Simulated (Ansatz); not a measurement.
Take SiC in the zinc blende structure (space group F-43m, No. 216; a = 4.357 Å) as the base.

The other end (x = 1) is AlC in the zinc blende structure (space group F-43m, No. 216; a hypothetical phase, not in the database extracts checked): 12.40 Å³/atom, gap zero; this end may not be an ambient phase.

All numbers come from PBEsol, PAW, 420 eV (Ansatz, an electronic-structure program; without spin-orbit coupling).

Al replaces a fraction x of Si; each row is one arrangement (x, atoms in the cell, starting space group or random), fully relaxed.

One change was made to it. Results:

| quantity | base | after |
|---|---|---|
| shortest interatomic distance | 1.887 Å | 1.844 Å |
| band gap | 1.24 eV | zero |

Q: Name the change that was made.
A) x(Al) = 0.25, 8 atoms, R3m
B) x(Al) = 0.25, 8 atoms, Cm
C) x(Al) = 0.333, 6 atoms, Imm2
D) x(Al) = 0.25, 8 atoms, P-4m2
E) x(Al) = 0.5, 4 atoms, P-4m2

A: A, x(Al) = 0.25, 8 atoms, R3m. For comparison, the shortest interatomic distance in the other runs: x(Al) = 0.25, 8 atoms, Cm gives 1.863 Å; x(Al) = 0.25, 8 atoms, P-4m2 gives 1.859 Å; x(Al) = 0.333, 6 atoms, Imm2 gives 1.873 Å; x(Al) = 0.5, 4 atoms, P-4m2 gives 1.874 Å.

These are small ordered cells, not random alloys; other orderings at the same x differ. Whether these cells are dynamically stable was not tested. All final runs are without spin polarisation. An odd electron count without spin: AlSi3C4, AlC, AlSi2C3 and AlSiC2.
